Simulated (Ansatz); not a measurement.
Consider MoS₂ in the 2H-MoS2 type structure (space group P6_3/mmc, No. 194; a = 3.149 Å, c = 12.090 Å; layered, stacked along the Cartesian z axis). Axes: x lies along a and z along c of the hexagonal cell.

Structures relaxed with DFT with PBE-D3(BJ), PAW potentials and a 420 eV plane-wave cutoff in Ansatz (a first-principles code), spin-orbit coupling left out.

Base:

Simulated powder pattern, Cu Kα1, λ = 1.54056 Å (kinematic, ideal powder, no thermal factors, no anomalous dispersion; the 10 strongest lines at most, above 2 %, up to 2θ = 90°):

```json
[
 {"2θ (°)": "14.64", "I/Imax (%)": "100", "hkl": "(002)"},
 {"2θ (°)": "32.81", "I/Imax (%)": "32", "hkl": "(100)"},
 {"2θ (°)": "33.66", "I/Imax (%)": "18", "hkl": "(101)"},
 {"2θ (°)": "36.10", "I/Imax (%)": "16", "hkl": "(102)"},
 {"2θ (°)": "39.88", "I/Imax (%)": "88", "hkl": "(103)"},
 {"2θ (°)": "50.39", "I/Imax (%)": "37", "hkl": "(105)"},
 {"2θ (°)": "58.57", "I/Imax (%)": "22", "hkl": "(110)"},
 {"2θ (°)": "60.73", "I/Imax (%)": "13", "hkl": "(112)"},
 {"2θ (°)": "73.21", "I/Imax (%)": "14", "hkl": "(203)"},
 {"2θ (°)": "89.89", "I/Imax (%)": "14", "hkl": "(118)"}
]
```

One thing is altered: compressive biaxial strain of 1.01 % in the plane normal to [001], as in epitaxy on a mismatched substrate; the out-of-plane cell vector and the atoms relax.

Question: Where do the lines fall after the change?

Answer: 
Simulated powder pattern, Cu Kα1, λ = 1.54056 Å (kinematic, ideal powder, no thermal factors, no anomalous dispersion; the 10 strongest lines at most, above 2 %, up to 2θ = 90°):

```tsv
2θ (°)	d (Å)	I/Imax (%)	hkl
14.59	6.065	100	(002)
33.15	2.700	31	(100)
33.99	2.635	18	(101)
36.39	2.467	15	(102)
40.13	2.245	87	(103)
50.54	1.805	36	(105)
59.23	1.559	21	(110)
61.36	1.510	13	(112)
73.96	1.280	13	(203)
77.21	1.234	9.0	(116)
```

The indices refer to the base's conventional cell; one index is shown for lines that coincide.

No phonon test of stability was made.
